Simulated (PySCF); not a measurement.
PySCF 2.14.0, unrestricted BP86/def2-svp, df: W(S)(Cl)3 ([S]=[W]([Cl])([Cl])[Cl]), charge 0, multiplicity 2, 5 atoms. The geometry is a generated start, not checked to be a minimum at this level.

```json
{
  "task": "energy",
  "method": "bp86",
  "basis": "def2-svp",
  "two_electron_scheme": "density fitting",
  "mol.max_memory": "3000 MB",
  "mf.max_cycle": "100",
  "mf.conv_tol": "1e-09 (default)",
  "mf.grids.level": "3 (default)",
  "effective_core_potentials": "those of the basis set, past Kr",
  "basis_functions": "104",
  "grid_points": "99832"
}
```

```xyz
5

W      0.1848     0.0185     0.1076
S      1.6311    -0.8634    -1.2480
Cl     0.7079     0.8067     2.0427
Cl    -1.0001     1.4873    -1.1304
Cl    -1.5237    -1.4492     0.2282
```

Charge 0 and multiplicity 2 are set for this test and not shown to be the ground state.

With the defaults (mf.DIIS = CDIIS, mf.diis_space = 8, mf.diis = true, mf.damp = 0, mf.diis_start_cycle = 1, newton = off, mf.init_guess = minao) it converges in 15 Fock builds. One run each on 2 threads, 1 BLAS thread, with these changes:
- mf.DIIS = ADIIS
- mf.diis = false
- mf.diis_space = 3
- mf.damp = 0.7, mf.diis_start_cycle = 8
- mf.DIIS = EDIIS
- mf.diis = false, mf.damp = 0.7, mf.diis_start_cycle = 999
- mf.init_guess = huckel
- newton = Hessian by the SCF's own integrals
- mf.init_guess = 1e

Problem. Name the settings that don't reach the solution of the defaults.

Solution. No convergence: mf.DIIS = EDIIS; mf.diis_space = 3; mf.diis = false; mf.diis = false, mf.damp = 0.7, mf.diis_start_cycle = 999 (the run ends without SCF convergence in 100 cycles). The rest reach the solution of the defaults.

```tsv
setting	Fock builds	end
the defaults	15	same solution
mf.init_guess = 1e	20	same solution
mf.damp = 0.7, mf.diis_start_cycle = 8	20	same solution
mf.init_guess = huckel	21	same solution
mf.DIIS = ADIIS	28	same solution
newton = Hessian by the SCF's own integrals	30	same solution
mf.DIIS = EDIIS	101	no convergence
mf.diis_space = 3	101	no convergence
mf.diis = false	101	no convergence
mf.diis = false, mf.damp = 0.7, mf.diis_start_cycle = 999	101	no convergence
```

Under newton the count holds the products with the orbital Hessian.
